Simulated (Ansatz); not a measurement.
Ansatz (a quantum-chemistry and plane-wave program) run on BaMg6W (P4/mmm, 8 atoms in the cell): self-consistent single point.

Method: LDA (PW92), PAW files made with PBE (plane waves; Ansatz).

The change in words: lattice scaled by 0.98. Reference geometry:
```xyz
8
Lattice="6.6629 0.0000 0.0000 0.0000 6.6629 0.0000 0.0000 0.0000 4.3524" Properties=species:S:1:pos:R:3 pbc="T T T"
Ba     0.0000     0.0000     2.1762
Mg     0.0000     3.3315     2.1762
Mg     3.3315     0.0000     2.1762
Mg     4.7399     1.9230     0.0000
Mg     1.9230     4.7399     0.0000
Mg     4.7399     4.7399     0.0000
Mg     1.9230     1.9230     0.0000
W      3.3315     3.3315     2.1762
```

Reference input (self-consistent single point, DFT, LDA (PW92), plane waves, PAW files made with PBE): basis.ecutwfc = 420 eV; kpoints.mp_grid.grid = 3 3 5; hamiltonian.xc = lda; hamiltonian.pseudopotentials = {kind: paw} (the program's default PAW files); scf.occupations.method = fermi_dirac; scf.occupations.width = 0.1 eV. This run's input differs from it in these lines:

Ansatz 0.2 input:
```diff
@@ -3,14 +3,14 @@
   lattice:
-    - [6.66290100, 0.00000000, 0.00000000]
-    - [0.00000000, 6.66290100, 0.00000000]
-    - [0.00000000, 0.00000000, 4.35240100]
+    - [6.52964300, 0.00000000, 0.00000000]
+    - [0.00000000, 6.52964300, 0.00000000]
+    - [0.00000000, 0.00000000, 4.26535300]
   atoms:
-    - { symbol: Ba, position_ang: [0.00000000, 0.00000000, 2.17620050] }
-    - { symbol: Mg, position_ang: [0.00000000, 3.33145050, 2.17620050] }
-    - { symbol: Mg, position_ang: [3.33145050, 0.00000000, 2.17620050] }
-    - { symbol: Mg, position_ang: [4.73985451, 1.92304649, 0.00000000] }
-    - { symbol: Mg, position_ang: [1.92304649, 4.73985451, 0.00000000] }
-    - { symbol: Mg, position_ang: [4.73985451, 4.73985451, 0.00000000] }
-    - { symbol: Mg, position_ang: [1.92304649, 1.92304649, 0.00000000] }
-    - { symbol: W, position_ang: [3.33145050, 3.33145050, 2.17620050] }
+    - { symbol: Ba, position_ang: [0.00000000, 0.00000000, 2.13267650] }
+    - { symbol: Mg, position_ang: [0.00000000, 3.26482150, 2.13267650] }
+    - { symbol: Mg, position_ang: [3.26482150, 0.00000000, 2.13267650] }
+    - { symbol: Mg, position_ang: [4.64505744, 1.88458556, 0.00000000] }
+    - { symbol: Mg, position_ang: [1.88458556, 4.64505744, 0.00000000] }
+    - { symbol: Mg, position_ang: [4.64505744, 4.64505744, 0.00000000] }
+    - { symbol: Mg, position_ang: [1.88458556, 1.88458556, 0.00000000] }
+    - { symbol: W, position_ang: [3.26482150, 3.26482150, 2.13267650] }
 basis:
```

The program printed (abridged):

```
SCF iter   1: F=—  HF=-27328.024678 eV  |F-HF|=—  |Δ(HF+E_count)|=         —  Δρ=1.01e-1  dr2=1.03e2  ethr=3.10e-3  ⟨swp⟩=11.3  Hψ=2230  notcnv=0
all-band conjugate gradients solve this SCF's bands
preconditioner: auto → Kerker (q_TF=auto, 2.399 Å⁻¹)
SCF iter   2: F=—  HF=-27317.767835 eV  |F-HF|=—  |Δ(HF+E_count)|=    1.03e1  Δρ=2.21e-2  dr2=2.33e0  ethr=3.10e-3  ⟨swp⟩=4.9  Hψ=1291  notcnv=0
   [... lines left out ...]
SCF iter   6: F=—  HF=-27317.301559 eV  |F-HF|=—  |Δ(HF+E_count)|=   8.42e-4  Δρ=3.36e-4  dr2=4.32e-4  ethr=3.98e-6  ⟨swp⟩=2.0  Hψ=598  notcnv=0
SCF iter   7: F=—  HF=-27317.301451 eV  |F-HF|=—  |Δ(HF+E_count)|=   1.09e-4  Δρ=9.60e-5  dr2=2.41e-5  ethr=5.14e-7  ⟨swp⟩=2.7  Hψ=741  notcnv=0
SCF iter   8: F=—  HF=-27317.301447 eV  |F-HF|=—  |Δ(HF+E_count)|=   4.00e-6  Δρ=2.79e-5  dr2=3.45e-6  ethr=2.86e-8  ⟨swp⟩=2.0  Hψ=826  notcnv=0
SCF iter   9: F=-27317.301446 eV  HF=-27317.301446 eV  |F-HF|=1.92e-8  |Δ(HF+E_count)|=   5.25e-7  Δρ=5.23e-6  dr2=6.62e-8  ethr=1.19e-10  ⟨swp⟩=8.1  Hψ=2497  notcnv=0
SCF 1 converged in 9 iterations: F = -27317.301446 eV  dr2 = 6.62e-8
Free energy (F): -27317.301446 eV
Internal energy: -27317.113773 eV  (E = F + TS)
E sigma→0 (E₀):  -27317.207610 eV
Entropy (-TS):   -0.187673 eV (-23.459 meV/atom)
Fermi energy:    7.838687 eV
--- Forces (eV/Å), atoms counted from 1 ---
  atom   1  Ba     0.00000000     0.00000000     0.00000000
  atom   2  Mg     0.00000000    -0.00000000     0.00000000
  atom   3  Mg     0.00000000     0.00000000     0.00000000
  atom   4  Mg     0.07542504    -0.07542504     0.00000000
  atom   5  Mg    -0.07542504     0.07542504     0.00000000
  atom   6  Mg     0.07542504     0.07542504     0.00000000
  atom   7  Mg    -0.07542504    -0.07542504     0.00000000
  atom   8  W      0.00000000     0.00000000     0.00000000
--- Stress (GPa, compression-positive) ---
        0.228583       0.000000       0.000000
        0.000000       0.228583       0.000000
        0.000000       0.000000      -0.711589
  P = ⅓ Tr σ = -0.0848 GPa (-0.848 kbar)
  The stress holds the Pulay correction. Without it, at fixed plane waves, as pw.x and ABINIT print it: P = -0.0972 GPa
```

The run converged in 9 iterations. Against the reference run the free energy falls by 12.7 meV/atom, the pressure goes from -2.66 to -0.08 GPa and the largest force goes from 0.076 to 0.107 eV/Å.

The starting cell comes from a database of computed structures (which also holds hypothetical and non-ambient phases and stackings), without a prior relaxation at this level. Its lattice was rescaled by a random factor within 2.5 % of one. For this run, on top of that: lattice scaled by 0.98. Spin polarisation is off. Ansatz's pressure includes its estimate of the finite-basis (Pulay) stress.
